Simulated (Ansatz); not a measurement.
The parent structure is CaO in the rock salt structure (space group Fm-3m, No. 225; a = 4.7948 Å). Axes: x, y, z lie along the cube axes.

All numbers come from Kohn–Sham DFT with the r2SCAN functional, run in Ansatz (a first-principles code) with PAW and 500 eV plane waves, no SOC.

Before the change:

| Quantity | Result |
|---|---|
| Electron mass | 1.4 mₑ along k, 0.44 mₑ across (at X) |
| Valence-band top at Γ | 0.00, 0.00, 0.00 eV |
| Band gap | 4.20 eV |

Modification: strain tensor (xx, yy, zz, yz, xz, xy) = (+0.45, −1.96, −0.76, +0.11, +0.10, +0.54) %; the atoms relax in the strained cell.

Q: What does the calculation give for the electron mass after the change?

A: The electron mass goes from 1.4 mₑ along k, 0.44 mₑ across (at X) to 1.4 mₑ along k, 0.43 mₑ across (at X).

Q: Predict the new valence-band top at Γ.

A: The valence-band top at Γ (three highest levels, from the VBM) becomes 0.00, -0.04, -0.08 eV (base: 0.00, 0.00, 0.00 eV).

Q: Predict the new band gap.

A: The band gap decreases by 0.09 eV, from 4.20 eV to 4.11 eV.

Masses are band curvatures over ±0.01 Å⁻¹ around the edge. Along k means along the line from Γ to the band edge. No phonon test of stability was made.
